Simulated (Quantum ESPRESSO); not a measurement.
**A short convergence ladder for HfGa3 (I4mm, 4 atoms in the cell)**

```
CELL_PARAMETERS angstrom
     -1.92277     1.92277     4.48780
      1.92277    -1.92277     4.48780
      1.92277     1.92277    -4.48780
ATOMIC_POSITIONS crystal
  Hf 0.00557 0.00557 0.00000
  Ga 0.50000 0.50000 0.00000
  Ga 0.75000 0.25000 0.50000
  Ga 0.25000 0.75000 0.50000
```

Base method: LDA (PZ), GBRV 1.5 ultrasoft (LDA) pseudopotentials (plane waves; Quantum ESPRESSO).

Base settings: ecutwfc = 50 Ry; ecutrho = 400 Ry; occupations = smearing; smearing = gaussian; degauss = 0.0073499 Ry; potentials = {Hf: hf_lda_v1.uspp.F.UPF, Ga: ga_lda_v1.4.uspp.F.UPF}; K_POINTS = automatic 4 4 4 0 0 0; conv_thr = 1e-11 Ry; mixing_beta = 0.7.

The count of work is k-points × plane waves × bands × iterations; it is no time. 

**The plane-wave cutoff**

Moved along: ecutrho.

The second cell is the first with its lattice scaled by 0.98.

The mesh stays at the base's, so the ladder's end is converged at best in this setting alone.

Only quantities that move along the ladder and can be compared are tabulated.

```csv
ecutwfc,free energy less the last step's (meV/atom),energy of the compressed cell less the first (meV/atom),pressure (GPa),largest difference of a force vector from the last step's (eV/Å),count of work / last
17.5 Ry,18215.19,199.30,-799.91,0.069,0.070
20 Ry,6943.86,-50.72,-355.53,0.024,0.092
50 Ry,27.60,0.05,-3.76,0.000,0.36
100 Ry,0.00,-0.01,-3.59,0.000,1.0
```

Coarsest ecutwfc that holds the free energy within 5 meV/atom: not settled: the last two steps still differ by 28 meV/atom, over half the tolerance, so the ladder does not show it.

Coarsest ecutwfc that holds the pressure within 1 GPa of the last step, with all finer ones: 50 Ry, at 0.36 of the last step's count of work; the step before is off by 350 GPa.

Coarsest ecutwfc that holds the energy of the compressed cell less the first within 0.5 meV/atom of the last step, with all finer ones: 50 Ry, at 0.36 of the last step's count of work; the step before is off by 51 meV/atom.

At the lowest cutoff the pressure lies 796 GPa under the last step's, the usual sign of Pulay stress in an incomplete plane-wave basis.

On the base run: the starting cell comes from a database of computed structures (which also holds hypothetical and non-ambient phases and stackings), without a prior relaxation at this level. Its lattice was rescaled by up to half a per cent. One atom was moved a little off its site on purpose. In the base run, with a pressure of about -4 GPa the cell is away from its equilibrium volume at this level. Without a gap this mesh is coarse (it stands for a supercell whose shortest vector is 15 Å).
